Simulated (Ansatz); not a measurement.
A constructed model of the (100) surface of fcc Pt, a layer of W in place of the second plane (bottom of the slab: a bare face, its two planes held)

Method: PBE (plane waves to 420 eV, PAW; Ansatz, a quantum-chemistry and plane-wave program).

Set-up: 6 atoms, 10.2 Å thick at the start (thin: gaps and levels are the slab's own); mesh 13x13x1; 0.1 eV smearing; dipole correction on; 2 atoms held, the rest relaxed; held to the start's symmetry, so lower structures may exist; no spin, no spin-orbit, no U. It is one candidate, not shown to be the stable structure of the face.

* **work function of the top face**: 4.77 eV
* **energy released by relaxation**: 0.65 eV
* **cost**: very roughly 2.9 core-minutes
